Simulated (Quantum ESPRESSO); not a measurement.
Quantum ESPRESSO run on a (111) slab of Ca (cut from a parent of space group no. 225; 2 atoms in the cell): self-consistent single point.

Computed with PBEsol, GBRV 1.5 ultrasoft (PBESOL) pseudopotentials (plane waves; Quantum ESPRESSO).

```
Ca
1.0
    3.95749     0.00000     0.00000
    1.97875     3.42729     0.00000
    0.00000     0.00000    17.23129
Ca
2
Direct
  0.00000   0.00000   0.40624
  0.33333   0.33333   0.59376
```

Reference input (self-consistent single point, DFT, PBEsol, plane waves, GBRV 1.5 ultrasoft (PBESOL) pseudopotentials): ecutwfc = 40 Ry; ecutrho = 200 Ry; occupations = smearing; smearing = gaussian; degauss = 0.0073499 Ry; mixing_mode = local-TF; potentials = {Ca: ca_pbesol_v1.uspp.F.UPF}; K_POINTS = automatic 5 5 1 0 0 0; conv_thr = 1e-08 Ry; mixing_beta = 0.5. This run's input differs from it in these lines:

```diff
@@ -32,3 +32,3 @@
 K_POINTS {automatic}
-5 5 1  0 0 0
+8 8 1  0 0 0
```

Log, with long lists cut:

```
     Self-consistent Calculation

     iteration #  1     ecut=    40.00 Ry     beta= 0.50

     Threshold (ethr) on eigenvalues was too large:
     Diagonalizing with lowered threshold

     total energy              =    -149.63796349 Ry
     estimated scf accuracy    <       0.17685133 Ry

     iteration #  2     ecut=    40.00 Ry     beta= 0.50

     total energy              =    -149.61005340 Ry
     estimated scf accuracy    <       0.09317838 Ry

     iteration #  3     ecut=    40.00 Ry     beta= 0.50

     total energy              =    -149.62359072 Ry
     estimated scf accuracy    <       0.00900437 Ry

   [... 9 blocks of this kind left out ...]

     iteration # 13     ecut=    40.00 Ry     beta= 0.50

     negative rho (up, down):  3.498E-08 0.000E+00

     total energy              =    -149.62495347 Ry
     estimated scf accuracy    <       0.00000009 Ry

     iteration # 14     ecut=    40.00 Ry     beta= 0.50

     negative rho (up, down):  1.238E-08 0.000E+00
     End of self-consistent calculation

     the Fermi energy is     0.1096 ev

!    total energy              =    -149.62495349 Ry
     estimated scf accuracy    <          9.7E-09 Ry
     smearing contrib. (-TS)   =      -0.00093676 Ry
     internal energy E=F+TS    =    -149.62401673 Ry

     convergence has been achieved in  14 iterations

     negative rho (up, down):  1.238E-08 0.000E+00

     Forces acting on atoms (cartesian axes, Ry/au):

     atom    1 type  1   force =     0.00000000    0.00000000    0.01174046
     atom    2 type  1   force =     0.00000000    0.00000000   -0.01174046

     Total force =     0.016604     Total SCF correction =     0.000567

     negative rho (up, down):  1.238E-08 0.000E+00
          total   stress  (Ry/bohr**3)                   (kbar)     P=       -5.31
  -0.00003084   0.00000000   0.00000000           -4.54        0.00        0.00
   0.00000000  -0.00003084   0.00000000            0.00       -4.54        0.00
  -0.00000000  -0.00000000  -0.00004659           -0.00       -0.00       -6.85

   JOB DONE.
```

The run converged in 14 iterations. Against the reference run the free energy rises by 15.7 meV/atom and the largest force goes from 0.333 to 0.302 eV/Å.

The starting cell has typed, rounded lattice constants, without a prior relaxation at this level. The slab is cut from that crystal, and its faces are unrelaxed. Its lattice was rescaled by up to half a per cent.

Cost on one core of a shared machine: roughly 50 s.
